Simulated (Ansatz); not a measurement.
Consider the following.

```xyz
2
Lattice="0.0000 2.6645 2.6645 2.6645 0.0000 2.6645 2.6645 2.6645 0.0000" Properties=species:S:1:pos:R:3 pbc="T T T"
Na     0.0000     0.0000     0.0000
Cl     2.6645     2.6645     2.6645
```

No spin polarisation.

Computed with plane-wave PAW DFT at the PBE level (Ansatz, an electronic-structure program, 420 eV), no spin-orbit coupling. Γ-centred 10×10×10 mesh, Fermi–Dirac width 0.05 eV.

Task: Predict the electron mass and band gap.

Result: Electron mass: 0.38 mₑ (at Γ)
Band gap: 5.85 eV

Load acts through the strain it causes; cell and atoms are relaxed under it. Effective masses come from finite differences of ±0.01 Å⁻¹. Stability against distortions was not tested. No other phases were tried under pressure. The cell was made from NaCl in the rock salt structure (space group Fm-3m, No. 225) by this change: pressure 7.5 GPa.
